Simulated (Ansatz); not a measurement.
This concerns the energy of one form of C over another. The value is E(A) − E(B), in meV per atom.

A: C (lonsdaleite, P6₃/mmc), 4 atoms in the cell, k-point mesh 18×18×8 on the run's own vectors.
```yaml
crystal:
  lattice:
    - [2.50120, 0.00000, 0.00000]
    - [-1.25060, 2.16610, 0.00000]
    - [0.00000, 0.00000, 4.16334]
  atoms:
    - { symbol: C, position: [0.33333, 0.66667, 0.06277] }
    - { symbol: C, position: [0.66667, 0.33333, 0.56277] }
    - { symbol: C, position: [0.66667, 0.33333, 0.93723] }
    - { symbol: C, position: [0.33333, 0.66667, 0.43723] }
```

B: C (graphite, P6₃/mmc), 4 atoms in the cell, k-point mesh 18×18×6 on the run's own vectors.
```
CELL_PARAMETERS angstrom
      2.46501     0.00000     0.00000
     -1.23251     2.13476     0.00000
      0.00000     0.00000     6.74110
ATOMIC_POSITIONS crystal
  C  0.00000 0.00000 0.25000
  C  0.00000 0.00000 0.75000
  C  0.33333 0.66667 0.25000
  C  0.66667 0.33333 0.75000
```

Plane-wave PAW calculations with Ansatz (an electronic-structure program), its PAW set soft_1, cutoff 420 eV, 500 eV for r2SCAN. The structures are at rest with PBE+D3(BJ); other levels are single points on them. Neutral cells; Fermi-Dirac smearing of at most 0.05 eV in the solids, energies taken to zero width. The lattices are those relaxed with PBE+D3(BJ), so at other levels the solids can be strained, which adds to the spread. A dispersion term (D3(BJ), or D4 for r2SCAN) was computed beside these levels and is taken off wherever the name lacks it. Static lattices, no vibrational contributions.

Q: Predict the value from r2SCAN.

A: 138 meV/atom for A less B, so C (graphite, P6₃/mmc) (B) lies lower.

Q: What do the other levels give, and how wide is the spread?

A: 
```
Functional  value (meV/atom)  less r2SCAN
----------  ----------------  -----------
PBE                      148           10
PBE+D3(BJ)               111          -27
r2SCAN+D4                125          -13
```

The levels span 37 meV/atom, from PBE+D3(BJ) (111) to PBE (148).
